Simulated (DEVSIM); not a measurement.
Device: Pt/SiO2/p-Si capacitor, at 300 K.

| layer (left to right) | material | thickness (nm) | Na (cm⁻³) |
|---|---|---|---|
| 1 | SiO2 | 3.30 | - |
| 2 | Si | 550 | 1.1e18 |

Metal gate on the left, work function 5.6 eV. Fixed charge at the semiconductor interface 6e10 cm⁻² (in units of +e); no interface traps.

The device is made up for the run: typed textbook-type constants, with dimensions and the other settings drawn at random. Values at 300 K.

```tsv
parameter	SiO2	Si
gap (eV)	9	1.124
affinity (eV)	0.9	4.05
permittivity	3.9	11.7
Nc (cm⁻³)	-	2.86e19
Nv (cm⁻³)	-	3.1e19
```

DEVSIM, 1D Poisson equation in equilibrium, Boltzmann statistics, complete ionisation; no quantum confinement or tunnelling. Metal contacts follow the ideal Schottky-Mott rule: no Fermi-level pinning, no interface dipoles.

Task: Tabulate band edges, carrier densities and field at 1.4 V on the gate.

Result: Energies count from the Fermi level of the right contact; mesh points crowd at the junctions.

```
x (μm)     Ec (eV)  Ev (eV)  n (cm⁻³)  p (cm⁻³)  field (V/cm)
---------  -------  -------  --------  --------  ------------
0.000        3.300   -5.700     < 1e2     < 1e2       1200000
0.0007336    3.386   -5.614     < 1e2     < 1e2       1200000
0.001594     3.488   -5.512     < 1e2     < 1e2       1200000
0.002471     3.591   -5.409     < 1e2     < 1e2       1200000
0.003424     0.542   -0.582    2.2e10     5.2e9        400000
0.004424     0.581   -0.543     4.9e9    2.4e10        380000
0.006197     0.647   -0.477     3.9e8    3.0e11        350000
0.01097      0.795   -0.329   1200000    9.4e13        270000
0.01781      0.941   -0.183      4400    2.7e16        160000
0.02996      1.030   -0.094       140    8.2e17         18000
0.05322      1.038   -0.086       110    1.1e18            54
0.1132       1.038   -0.086       110    1.1e18           ≈ 0
0.1992       1.038   -0.086       110    1.1e18           ≈ 0
0.3364       1.038   -0.086       110    1.1e18           ≈ 0
0.4541       1.038   -0.086       110    1.1e18           ≈ 0
0.4980       1.038   -0.086       110    1.1e18           ≈ 0
0.5226       1.038   -0.086       110    1.1e18           ≈ 0
0.5371       1.038   -0.086       110    1.1e18           ≈ 0
0.5465       1.038   -0.086       110    1.1e18           ≈ 0
0.5500       1.038   -0.086       110    1.1e18           ≈ 0
0.5519       1.038   -0.086       110    1.1e18           ≈ 0
0.5533       1.038   -0.086       110    1.1e18           ≈ 0
```
